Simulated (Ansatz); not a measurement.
A computed series for CdSe: response to strain

Consider CdSe in the wurtzite structure (space group P6_3mc, No. 186; a = 4.302 Å, c = 7.021 Å). Axes: x lies along a and z along c of the hexagonal cell.

Strains are applied to the cell and any free atomic positions relax.

Level of theory: PBEsol (Ansatz, an electronic-structure program, PAW, no spin-orbit coupling).

Candidates:
(a) uniaxial strain ε_zz = +0.80 %
(b) isotropic strain −2.84 %
(c) tensor shear ε_xy = −2.92 %

Notes on the quantities. energy relative to the base: free energy F.

Task: Order them by energy relative to the base, highest first.

Result: (b) isotropic strain −2.84 % (+37 meV/atom), (c) tensor shear ε_xy = −2.92 % (+4.3 meV/atom), (a) uniaxial strain ε_zz = +0.80 % (+0.5 meV/atom)

Stability against distortions was not tested.
